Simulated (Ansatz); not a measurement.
## Quick settings and what they miss: Ta2H (C2/m, 3 atoms in the cell)

Self-consistent single point.

```
CELL_PARAMETERS angstrom
      2.40925    -1.61327     0.00000
      2.40925     1.61327     0.00000
     -0.58994     0.00000     4.81515
ATOMIC_POSITIONS crystal
  Ta 0.23364 0.23364 0.26256
  Ta 0.76636 0.76636 0.73744
  H  0.50000 0.50000 0.00000
```

Level of theory: PBEsol, PAW files made with PBE (plane waves; Ansatz, a first-principles code).

Base settings: basis.ecutwfc = 420 eV; kpoints.mp_grid.grid = 16 16 9; hamiltonian.xc = pbesol; hamiltonian.pseudopotentials = {kind: paw} (the program's default PAW files); scf.occupations.method = fermi_dirac; scf.occupations.width = 0.1 eV.

Tight run (finer mesh or higher cutoff; not a proven limit): basis.ecutwfc: 420 eV → 590 eV; kpoints.mp_grid.grid: 16 16 9 → 22 22 13; scf.convergence.dr2_threshold: default (1e-07 eV) → 1e-09 eV. It gave Fermi level (on the code's own zero) 18.31 eV; pressure 0.04 GPa; largest force (vector length) 0.037 eV/Å.

Quick runs, as changes from the base:
- A: the base itself
- B: basis.ecutwfc: 420 eV → 210 eV; kpoints.mp_grid.grid: 16 16 9 → 4 4 4; kpoints.mp_grid.shift: default → 0.5 0.5 0.5
- C: basis.ecutwfc: 420 eV → 210 eV; kpoints.mp_grid.grid: 16 16 9 → 8 8 8; scf.occupations.method: fermi_dirac → gaussian; scf.occupations.width: 0.1 eV → 0.2 eV; kpoints.mp_grid.shift: default → 0.5 0.5 0.5
- D: basis.ecutwfc: 420 eV → 295 eV; kpoints.mp_grid.grid: 16 16 9 → 8 8 8
- E: basis.ecutwfc: 420 eV → 335 eV; kpoints.mp_grid.grid: 16 16 9 → 2 2 2; hamiltonian.xc: pbesol → lda; scf.occupations.width: 0.1 eV → 0.2 eV [LDA (PW92)]
- F: basis.ecutwfc: 420 eV → 250 eV; kpoints.mp_grid.grid: 16 16 9 → 3 3 3; scf.occupations.method: fermi_dirac → cold; scf.occupations.width: 0.1 eV → 0.5 eV; kpoints.mp_grid.shift: default → 0.5 0.5 0.5; scf.convergence.dr2_threshold: default (1e-07 eV) → 0.001 eV

Energies are extrapolated to zero smearing width, which holds to low order in the width alone.

Dashes: energy of E, another energy zero.

† marks runs with another functional, U, potentials or spin treatment: their distance from the tight run is not a convergence error alone.

The count of work is k-points × plane waves × bands × iterations; it is no time. 

Pressures in the table are Ansatz's without its Pulay estimate, at a fixed set of plane waves; the tight run's value above holds the estimate.

The starting cell comes from a database of computed structures (which also holds hypothetical and non-ambient phases and stackings), without a prior relaxation at this level. Its lattice was rescaled by a random factor within 2.5 % of one. Spin polarisation is off.

| run | energy less tight (meV/atom) | pressure less tight (GPa) | largest miss in a force vector (eV/Å) | count of work / tight |
|---|---|---|---|---|
| A | 1.2 | -0.05 | 0.002 | 0.19 |
| B | 995.3 | -70.29 | 0.093 | 0.0023 |
| C | 1034.4 | -69.25 | 0.106 | 0.017 |
| D | 33.5 | -3.72 | 0.025 | 0.029 |
| E† | – | -11.93 | 0.575 | 0.0014 |
| F | 334.3 | -16.18 | 0.029 | 0.0011 |

Among the runs at the tight run's level, the energy misses run from 1.2 to 1034.4 meV/atom.

Keys are those of Ansatz 0.2.
